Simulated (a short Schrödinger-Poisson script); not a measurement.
Structure: MOS inversion layer, SiO2 on p-type Si(100), at 300 K.

```tsv
layer	material	thickness (nm)	Na (cm⁻³)
1	SiO2	3.9	-
2	Si	550	6e17
```

The device is made up for the run: typed textbook-type constants, with dimensions and the other settings drawn at random. SiO2: permittivity 3.9, conduction-band edge (eV) 3.15, gap (eV) 9, electron mass (mₑ) 0.5. Si: permittivity 11.7, conduction-band edge (eV) 0, gap (eV) 1.124, Nv at 300 K (cm⁻³) 3.1e19.

Channel valleys (confinement mass, in-plane density-of-states mass, number): Δ2 0.916, 0.19, 2; Δ4 0.19, 0.417, 4. At the gate the conduction-band edge of layer 1 lies 3.29 eV − eVg above the Fermi level of the channel; the field vanishes at the back. Gaps are held at their typed values at every temperature. Mesh 0.03 nm at interfaces.

Solved with a short Schrödinger-Poisson script written for these runs: 1D Poisson equation in equilibrium, electrons quantum, Hartree (BenDaniel-Duke, 12 states a valley, the channel's in-plane mass for all, wave functions free to enter the dielectric), parabolic valleys, classical holes, full ionisation, no traps, pinning or gate leakage.

The same stack at other levels of the model or other numerical settings:

```
run                                          sheet density of all electrons at Vg = 2.85 V (cm⁻²)  sheet density of all electrons at Vg = 1.05 V (cm⁻²)  capacitance at Vg = 2.85 V (μF/cm²)  centroid of the channel electrons at Vg = 2.85 V (nm)  rough cost against the base
-------------------------------------------  ----------------------------------------------------  ----------------------------------------------------  -----------------------------------  -----------------------------------------------------  ---------------------------
base                                                                                      1.06e13                                               1.67e12                                0.815                                                   1.28                      about 1
electrons treated as classical, Boltzmann                                                 1.17e13                                               2.16e12                                0.866                                                   0.34                         0.03
electrons treated as classical, Fermi-Dirac                                               1.14e13                                               2.12e12                                0.843                                                   0.53                          0.2
mesh six times as coarse                                                                  1.06e13                                               1.66e12                                0.814                                                   1.28                          0.2
one subband a valley                                                                      1.06e13                                               1.66e12                                0.815                                                   1.26                          0.4
```

The classical rows ignore confinement, and Boltzmann statistics overrate the density once the band edge passes the Fermi level.
